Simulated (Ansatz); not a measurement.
System: CsCl-type CoGa. Method: PBE (Ansatz, a first-principles code, plane waves, PAW).

Settings: plane-wave cutoff 520 eV, 22×22×22 k mesh, Fermi–Dirac smearing 0.035 eV (set by the program), no spin polarisation, scalar-relativistic PAW data made under PBE.

Computed at the level's own relaxed cell.

Hill averages of the elastic tensor: K = 176.8 GPa, G = 65.3 GPa. Volume 11.963 Å³/atom, mean atomic mass 64.328 u.

### Question
Work out the density, the sound velocities of a polycrystal and the elastic Debye temperature, and Pugh's ratio at this level.

### Answer
ρ = 1.66054 × 64.328/11.963 = 8.929 g/cm³. v_l = √[(K + 4G/3)/ρ] = 5.436 km/s and v_t = √(G/ρ) = 2.704 km/s. The mean follows from 3/v_m³ = 1/v_l³ + 2/v_t³: v_m = 3.034 km/s. Θ_D = (ħ/k_B) v_m (6π²/V)^(1/3) = 76.38 K Å s/km × 3.034 × 1.7043 Å⁻¹ = 395 K, counting all atoms of the cell. K/G = 2.71, to be set beside Pugh's rough bound of 1.75 between brittle and ductile metals.
